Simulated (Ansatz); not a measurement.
## AlN in the wurtzite structure (space group P6_3mc, No. 186)

```cif
data_Al2N2
_chemical_formula_sum 'Al2 N2'
_space_group_name_H-M_alt 'P63mc'
_space_group_IT_number 186
_space_group_name_Hall 'P 6c -2c'
_cell_length_a 3.10670
_cell_length_b 3.10670
_cell_length_c 4.97846
_cell_angle_alpha 90.000
_cell_angle_beta 90.000
_cell_angle_gamma 120.000
loop_
_atom_site_label
_atom_site_type_symbol
_atom_site_symmetry_multiplicity
_atom_site_Wyckoff_symbol
_atom_site_fract_x
_atom_site_fract_y
_atom_site_fract_z
_atom_site_occupancy
Al1 Al 2 b 0.66667 0.33333 0.49659 1
N1 N 2 b 0.33333 0.66667 0.37821 1
```

Computed with DFT with r2SCAN, PAW potentials and a 500 eV plane-wave cutoff in Ansatz (a first-principles code), no spin-orbit coupling. Settings: 12×12×7 k-points, 0.05 eV Fermi–Dirac smearing.

- Volume per atom: 10.40 Å³
- Density: 3.27 g/cm³
- Band gap: 4.88 eV, direct at Γ
- Total energy: -464.243 eV/atom (σ→0; compares only within this code and set-up)

Stability against distortions was not tested.
